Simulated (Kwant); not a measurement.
Device: π system c1cncnc1 between two chain leads. The π system is taken as planar. Atoms are numbered from 0 in the order of the SMILES. Site energies (eV, carbon 0): [0.0, 0.0, -1.5, 0.0, -1.5, 0.0]. Bonds (i, j, β in eV): (0,1,-3) (1,2,-3) (2,3,-3) (3,4,-3) (4,5,-3) (5,0,-3). Leads: chains of hopping −4.5 eV, joined by −1.5 eV to atoms 1 and 5.

Site energies and bond integrals are typed Hückel values.

Model: Hückel tight-binding model, one pz orbital an atom, one spin, coherent transport at 0 K (Kwant). Conductance is in e²/h.

Sweep values stay those of the base run.

Base results: transmission at E = 0 0.0069; mean G (e²/h) over the sweep 0.17.

Problem. What follows from this one change: contacts moved from atoms [1, 5] to [1, 3]?

Solution. transmission at E = 0 0.0069 → < 1e-12; mean G over the sweep 0.17 → 0.080 e²/h.

Problem. What follows from this one change: contacts moved from atoms [1, 5] to [0, 3]?

Solution. transmission at E = 0 0.0069 → 0.027; mean G over the sweep 0.17 → 0.21 e²/h.
